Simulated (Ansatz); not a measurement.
The starting structures come from a database of crystals and need not be the phases stable at ambient conditions.

**Evanescent states of KRb2ScF6 (I4/m, not sure to be the ambient phase, 10 atoms a cell, 17.9 Å³ an atom) along the normal of (001)**

The numbers are results of r2SCAN (plane waves, PAW; Ansatz, a quantum-chemistry and plane-wave program), not measurements.

No gap correction and no spin-orbit coupling; mid-gap values are interpolated between computed energies.

Energies count from the valence-band top; κ is the least over a 6×6 mesh across the current.

```tsv
E (eV)	κ (1/Å)	where
0.17	0.267	Γ
0.51	0.342	Γ
0.85	0.390	Γ
1.19	0.425	Γ
1.53	0.452	Γ
1.87	…	Γ
2.21	…	Γ
2.55	…	Γ
2.89	…	Γ
3.23	…	Γ
3.57	…	Γ
3.91	…	Γ
4.25	…	Γ
4.59	…	Γ
4.93	…	Γ
5.27	…	Γ
5.61	…	Γ
5.95	0.430	Γ
6.29	0.395	Γ
6.63	0.351	Γ
6.97	0.292	Γ
7.31	0.208	Γ
```

### Question
What belongs in the gaps?

### Answer

- 1.87, κ (1/Å): 0.473
- 2.21, κ (1/Å): 0.489
- 2.55, κ (1/Å): 0.501
- 2.89, κ (1/Å): 0.510
- 3.23, κ (1/Å): 0.515
- 3.57, κ (1/Å): 0.517
- 3.91, κ (1/Å): 0.517
- 4.25, κ (1/Å): 0.513
- 4.59, κ (1/Å): 0.505
- 4.93, κ (1/Å): 0.494
- 5.27, κ (1/Å): 0.478
- 5.61, κ (1/Å): 0.457
